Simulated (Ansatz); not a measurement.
Hypothetical CdI2 type MnF2: thickness series

Take MnF2 in the CdI2 type structure (space group P-3m1, No. 164; ferromagnetic; a hypothetical phase, not in the database extracts checked; layered, stacked along the Cartesian z axis) as the base.

```
MnF2
1.0
    3.30299     0.00000     0.00000
   -1.65150     2.86047     0.00000
    0.00000     0.00000     4.08633
Mn F
1 2
Direct
  0.00000   0.00000   0.00000
  0.33333   0.66667   0.23049
  0.66667   0.33333   0.76951
```

Free-standing slabs (3 atom(s) a layer) normal to the stacking axis with 15 Å of vacuum; in-plane cell relaxed.

All numbers come from r2SCAN+rVV10 (Ansatz, a program for electronic structure), no SOC.

For the base:

```
Property    Value
--------  -------
Band gap  2.22 eV
```

**Question.** The aim is a band gap between 2.92 eV and 3.13 eV. Which of these changes reaches it?
A. 2 layers
B. 4 layers
C. 1 layer
D. 3 layers

**Answer.** C, 1 layer. It gives 3.02 eV; 2 layers gives 2.61 eV; 4 layers gives 2.37 eV; 3 layers gives 2.45 eV. Changes not listed may reach it too

Stability against distortions was not tested. No Hubbard U is applied and the magnetic state is the run's own (MnF2 ferromagnetic); other magnetic orders, which need larger cells, were not tried and can change the gap.
